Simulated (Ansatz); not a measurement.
## MgCdS2 (model structure, started from the ScAlN2 type, P3m1, No. 156, 4 atoms in the cell)

All values below come from r²SCAN (Ansatz, a first-principles code, plane waves, PAW).

Run with plane-wave cutoff 560 eV, 12×12×6 k mesh (along the axes of the cell as run), Fermi–Dirac smearing 0.01 eV, scalar-relativistic PAW data made under PBE.

Cell (relaxed with PBEsol):

Space group P3m1 (No. 156); a = b = 4.0745 Å, c = 6.5732 Å, α = β = 90.00°, γ = 120.00°

| atom | site | symmetry | x | y | z |
|---|---|---|---|---|---|
| Cd | 1b | 3m. | 0.3333 | 0.6667 | 0.0064 |
| S | 1b | 3m. | 0.3333 | 0.6667 | 0.3903 |
| Mg | 1c | 3m. | 0.6667 | 0.3333 | 0.5001 |
| S | 1c | 3m. | 0.6667 | 0.3333 | 0.8733 |

- band gap = 2.56 eV

Note: the relaxation could raise the start's symmetry but not lower it, so the cell can be a saddle point; cell and atoms aren't relaxed at this level (largest force component 0.15 eV/Å, pressure 1.1 GPa).

Spin–orbit coupling is not included.

The computed numbers hold no vibrational or temperature effects.

A model structure was made by putting elements into a prototype or built by hand; it is no filed structure, need not be a known phase, and can be a saddle point held by its symmetry.
